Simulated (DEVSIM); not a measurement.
Device: abrupt GaAs p-n junction, at 300 K.

| layer (left to right) | material | thickness (μm) | Nd (cm⁻³) | Na (cm⁻³) | τn (s) | τp (s) |
|---|---|---|---|---|---|---|
| 1 | GaAs | 0.140 | - | 9e16 | 6e-10 | 6e-10 |
| 2 | GaAs | 110 | 1.4e15 | - | 6e-10 | 6e-10 |

Left contact: ohmic. Right contact: ohmic. Voltage is applied to the left contact. Recombination: SRH at mid-gap, radiative. Mobility is μmin + (μ − μmin)/(1 + (N/Nref)^α).

The device is made up for the run: typed textbook-type constants, with dimensions and the other settings drawn at random. Values at 300 K.

```
parameter        GaAs
-------------  ------
gap (eV)        1.424
affinity (eV)    4.07
permittivity     12.9
Nc (cm⁻³)      4.7e17
Nv (cm⁻³)        9e18
μn (cm²/Vs)      8500
μp (cm²/Vs)       400
μn,min            500
μp,min             20
Nref,n           6e16
Nref,p         1.5e17
αn               0.39
αp               0.38
B (cm³/s)       2e-10
```

DEVSIM, 1D drift-diffusion, Boltzmann statistics, complete ionisation; no tunnelling, impact ionisation, image-force lowering or self-heating.

Question: Give the dark forward current.

Answer: 
```json
[
 {"V (V)": "0.05", "J (A/cm²)": "3.3e-9"},
 {"V (V)": "0.10", "J (A/cm²)": "1.1e-8"},
 {"V (V)": "0.20", "J (A/cm²)": "9.2e-8"},
 {"V (V)": "0.25", "J (A/cm²)": "2.5e-7"},
 {"V (V)": "0.30", "J (A/cm²)": "6.9e-7"},
 {"V (V)": "0.40", "J (A/cm²)": "5.2e-6"},
 {"V (V)": "0.45", "J (A/cm²)": "1.4e-5"},
 {"V (V)": "0.55", "J (A/cm²)": "0.00011"},
 {"V (V)": "0.60", "J (A/cm²)": "0.00031"},
 {"V (V)": "0.65", "J (A/cm²)": "0.00088"},
 {"V (V)": "0.75", "J (A/cm²)": "0.0079"},
 {"V (V)": "0.80", "J (A/cm²)": "0.026"},
 {"V (V)": "0.85", "J (A/cm²)": "0.092"},
 {"V (V)": "0.95", "J (A/cm²)": "1.4"},
 {"V (V)": "1.00", "J (A/cm²)": "3.9"},
 {"V (V)": "1.10", "J (A/cm²)": "13"},
 {"V (V)": "1.15", "J (A/cm²)": "19"},
 {"V (V)": "1.20", "J (A/cm²)": "25"},
 {"V (V)": "1.30", "J (A/cm²)": "37"},
 {"V (V)": "1.35", "J (A/cm²)": "44"},
 {"V (V)": "1.40", "J (A/cm²)": "51"},
 {"V (V)": "1.50", "J (A/cm²)": "64"},
 {"V (V)": "1.55", "J (A/cm²)": "71"},
 {"V (V)": "1.65", "J (A/cm²)": "84"},
 {"V (V)": "1.70", "J (A/cm²)": "91"},
 {"V (V)": "1.75", "J (A/cm²)": "98"},
 {"V (V)": "1.85", "J (A/cm²)": "110"},
 {"V (V)": "1.90", "J (A/cm²)": "120"}
]
```
